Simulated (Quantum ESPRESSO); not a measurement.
Worked example: self-consistent single point of Al10Si2O19 (Pm, 31 atoms in the cell) in Quantum ESPRESSO.

Level of theory: LDA (PZ), GBRV 1.5 ultrasoft (LDA) pseudopotentials (plane waves; Quantum ESPRESSO 7.5).

```
CELL_PARAMETERS angstrom
      7.55596     0.00000     0.00000
      0.00000     2.93896     0.00000
     -0.19525     0.00000    15.97370
ATOMIC_POSITIONS crystal
  Al 0.96366 0.00000 0.99535
  Al 0.23962 0.50000 0.11404
  Al 0.34152 0.50000 0.41508
  Al 0.64403 0.50000 0.09536
  Al 0.83172 0.50000 0.83060
  Al 0.64440 0.50000 0.57769
  Al 0.73534 0.50000 0.39653
  Al 0.48842 0.00000 0.25598
  Al 0.00914 0.00000 0.51012
  Al 0.49421 0.00000 0.74177
  Si 0.33370 0.50000 0.93693
  Si 0.12959 0.50000 0.68146
  O  0.86075 0.00000 0.41364
  O  0.85102 0.00000 0.89025
  O  0.97890 0.50000 0.74875
  O  0.35878 0.50000 0.20586
  O  0.32835 0.50000 0.72536
  O  0.42868 0.50000 0.03147
  O  0.62025 0.50000 0.30153
  O  0.55306 0.50000 0.47367
  O  0.61769 0.50000 0.78429
  O  0.15582 0.50000 0.48163
  O  0.83283 0.50000 0.03237
  O  0.12201 0.50000 0.95184
  O  0.87343 0.50000 0.55724
  O  0.12158 0.00000 0.09138
  O  0.12954 0.00000 0.62794
  O  0.34199 0.00000 0.35479
  O  0.63159 0.00000 0.15254
  O  0.38464 0.00000 0.89030
  O  0.58014 0.00000 0.63307
```

Reference input (self-consistent single point, DFT, LDA (PZ), plane waves, GBRV 1.5 ultrasoft (LDA) pseudopotentials): ecutwfc = 40 Ry; ecutrho = 200 Ry; occupations = smearing; smearing = gaussian; degauss = 0.00147 Ry; potentials = {Al: al_lda_v1.uspp.F.UPF, Si: si_lda_v1.uspp.F.UPF, O: o_lda_v1.2.uspp.F.UPF}; K_POINTS = automatic 3 8 1 1 1 1; conv_thr = 1e-09 Ry. This run's input differs from it in these lines:

```diff
@@ -62,3 +62,3 @@
 K_POINTS {automatic}
-3 8 1  1 1 1
+6 15 3  1 1 1
```

Output (repeated stretches shortened):

```
     Self-consistent Calculation

     iteration #  1     ecut=    40.00 Ry     beta= 0.70

     total energy              =    -699.77392012 Ry
     estimated scf accuracy    <       7.84583237 Ry

     iteration #  2     ecut=    40.00 Ry     beta= 0.70

     total energy              =    -702.11369889 Ry
     estimated scf accuracy    <       6.41435746 Ry

     iteration #  3     ecut=    40.00 Ry     beta= 0.70

     total energy              =    -703.16739485 Ry
     estimated scf accuracy    <       0.10488658 Ry

   [... 8 blocks of this kind left out ...]

     iteration # 12     ecut=    40.00 Ry     beta= 0.70

     total energy              =    -703.21216494 Ry
     estimated scf accuracy    <          4.2E-09 Ry

     iteration # 13     ecut=    40.00 Ry     beta= 0.70
     End of self-consistent calculation

     the Fermi energy is     6.1880 ev

!    total energy              =    -703.21216494 Ry
     estimated scf accuracy    <          3.7E-10 Ry
     smearing contrib. (-TS)   =      -0.00000000 Ry
     internal energy E=F+TS    =    -703.21216494 Ry

     convergence has been achieved in  13 iterations

     Forces acting on atoms (cartesian axes, Ry/au):

     atom    1 type  1   force =    -0.00009653    0.00000000   -0.00206535
     atom    2 type  1   force =     0.00045432    0.00000000   -0.00350813
     atom    3 type  1   force =    -0.00066781    0.00000000    0.00324013
     atom    4 type  1   force =    -0.00020647    0.00000000   -0.00124180
     atom    5 type  1   force =    -0.00085759    0.00000000   -0.00209430
   [... 22 lines left out ...]
   [... lines left out ...]

     Total force =     0.037787     Total SCF correction =     0.000047

          total   stress  (Ry/bohr**3)                   (kbar)     P=      -73.12
  -0.00047061   0.00000000   0.00000735          -69.23        0.00        1.08
   0.00000000  -0.00056255   0.00000000            0.00      -82.75        0.00
   0.00000735   0.00000000  -0.00045808            1.08        0.00      -67.39

   JOB DONE.
```

The run converged in 13 iterations. Against the reference run the free energy stays essentially unchanged (within 1 meV/atom), the pressure stays at -7.31 GPa, the largest force stays at 0.407 eV/Å and the gap on the mesh goes from 3.979 to 3.747 eV. The full log also holds: “c_bands:  1 eigenvalues not converged”.

The starting cell comes from a database of computed structures (which also holds hypothetical and non-ambient phases and stackings), without a prior relaxation at this level. With a pressure of about -7 GPa the cell is away from its equilibrium volume at this level. The shifted mesh does not hold Γ, so a gap read on it misses any band edge there.

Cost on one core of a shared machine: roughly 20 min.
